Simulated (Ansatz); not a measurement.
Levels about the gap of amorphous Si$_{24}$O$_{51}$W (76 atoms in a cell of 1083 Å³, 2.57 g/cm³; zone centre alone, so wide bands show as single levels with stretches between that a denser mesh fills), at the geometry that PBE relaxed, where it gives 0.0 GPa on a denser mesh. The participation number counts the atoms over which a state spreads; weights are charges in smoothed Voronoi cells. The levels come from a single point, so bond lengths are those of that geometry. Method of the levels: PBE, scalar-relativistic without spin-orbit coupling (Ansatz, a program for electronic structure). Sampling: the zone centre alone; Fermi-Dirac width 0.02 eV; no spin polarisation. At PBE the levels at both edges of the gap are localised (band-tail or defect states), and the nearest spread-out levels lie 5.3 eV apart at the zone centre.

It comes from a melt-quench run on a machine-learned potential (CHGNet), relaxed afterwards by DFT. O atoms were pushed apart under 1.9 Å during the dynamics, to hinder bonds among them. The hot cell started wider than the set density and was brought back towards it in steps. It is the lowest in DFT energy of 2 quenches. It is a model cell: composition and starting density were chosen by hand, and all elements were melted together. No dispersion term was used. Its density started from a set value of 2.43 and ended at 2.57 g/cm³. The simulated quench (nominally 400 K/ps over its main leg) is rapid and tends to freeze in more defects than a deposited or slowly cooled glass has. One small periodic cell is one sample of the glass; other quenches scatter about these values. Volume and shape were free in the relaxation.

| E - E(highest filled), eV | filling | participation number | largest on | weight O | weight W | weight Si |
|---|---|---|---|---|---|---|
| -1.10 | filled | 8.9 | O, 2 neighbours | 0.96 | 0.01 | 0.04 |
| -1.04 | filled | 10.3 | O, 2 neighbours | 0.96 | 0.01 | 0.03 |
| -0.94 | filled | 8.4 | O, 2 neighbours | 0.95 | 0.00 | 0.05 |
| -0.72 | filled | 6.0 | O, 2 neighbours | 0.95 | 0.00 | 0.05 |
| -0.59 | filled | 5.2 | O, 2 neighbours | 0.95 | 0.00 | 0.04 |
| -0.44 | filled | 5.2 | O, 2 neighbours | 0.95 | 0.00 | 0.05 |
| 0.00 | filled | 5.0 | O, 2 neighbours | 0.95 | 0.00 | 0.05 |
| 2.33 | empty | 2.8 | W, 6 neighbours | 0.41 | 0.56 | 0.03 |
| 2.83 | empty | 3.0 | W, 6 neighbours | 0.45 | 0.52 | 0.03 |
| 3.10 | empty | 3.1 | W, 6 neighbours | 0.45 | 0.52 | 0.03 |
| 4.23 | empty | 35.3 | W, 6 neighbours | 0.65 | 0.11 | 0.24 |
| 4.54 | empty | 6.2 | W, 6 neighbours | 0.49 | 0.38 | 0.14 |

Most localised among these is the empty level at +2.33 eV, on a W atom, which has 6 neighbours (O 1.72 Å, O 1.84 Å, O 1.84 Å, O 2.04 Å, O 2.21 Å, O 2.28 Å).
